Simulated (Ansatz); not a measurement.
For NbP (I4₁md, No. 109; start mp-9339), PBEsol in Ansatz (plane waves, PAW) gives:

```
Quantity               Result
-------------------  --------
lattice parameter a   3.320 Å
c axis length        11.289 Å
```

Problem. What does PBE-D3(BJ) (plane waves, PAW; Ansatz, a first-principles code) give for the same quantities?

Solution. 
- lattice constant a: 3.316 Å (shrinks by 0.1 %)
- lattice parameter c: 11.252 Å (falls by 0.3 %)

Changes are worked out from the printed values.

Unless a cell is named, each level is at its own relaxed cell (PBEsol 15.56, PBE-D3(BJ) 15.46 Å³/atom).

Caveats: the relaxation could not lower the start's symmetry, so the cell can be a saddle point above a distorted one (PBEsol, PBE-D3(BJ)). Ansatz's density-functional and Hartree–Fock values are scalar-relativistic unless marked +SOC, with PAW data made under PBE.

A start named mp-… is a Materials Project structure, which can be a computed phase never made.
